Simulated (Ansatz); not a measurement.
Consider WC (space group P-6m2, No. 187; a = 2.913 Å, c = 2.835 Å; relaxed with 0.1 eV smearing).

Level of theory: r2SCAN (Ansatz, a first-principles code, PAW, without spin-orbit coupling).

For the base:

```
Property   Result
--------  -------
Pressure  0.0 GPa
Band gap     zero
```

One thing is altered: the cell is scaled by 1.0175 in all directions, atoms relaxed at fixed cell.

Predict the new energy relative to the base.

The energy goes up by 34 meV/atom.

How does this affect the pressure?

The pressure (mean of the normal stresses, compression positive) goes from zero to -18.9 GPa.

What does the calculation give for the band gap after the change?

The band gap is still zero.

The cells carry an imposed strain or load. Stability against distortions was not tested. All final runs are without spin polarisation.
